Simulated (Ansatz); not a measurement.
Results of HSE06 in Ansatz (plane waves, PAW) for NaSrH3 (model structure, started from the KMgH3 type, Pm-3m, No. 221, 5 atoms in the cell).

Numerical settings: plane-wave cutoff 460 eV, 6×6×6 k mesh, Fermi–Dirac smearing 0.01 eV, scalar-relativistic PAW data made under PBE.

Cell (relaxed with PBEsol):

```
CELL_PARAMETERS angstrom
      4.64082     0.00000     0.00000
      0.00000     4.64082     0.00000
      0.00000     0.00000     4.64082
ATOMIC_POSITIONS crystal
  Na 0.00000 0.00000 0.00000
  Sr 0.50000 0.50000 0.50000
  H  0.50000 0.00000 0.50000
  H  0.00000 0.50000 0.50000
  H  0.50000 0.50000 0.00000
```

Estimate the band gap, smallest direct gap on the k points sampled and direct gap at Γ that the calculation returns.


- band gap: 2.93 eV (on the SCF k mesh)
- smallest direct gap on the k points sampled: 3.26 eV
- direct gap at Γ: 7.66 eV

Note: the relaxation could raise the start's symmetry but not lower it, so the cell can be a saddle point; cell and atoms aren't relaxed at this level (pressure 0.7 GPa).

Spin–orbit coupling is not included.

Computed values are for the static lattice.

Cost on a shared machine: roughly 2.6 core-minutes.

A model structure was made by putting elements into a prototype or built by hand; it is no filed structure, need not be a known phase, and can be a saddle point held by its symmetry.

Ansatz is a quantum-chemistry and plane-wave program.
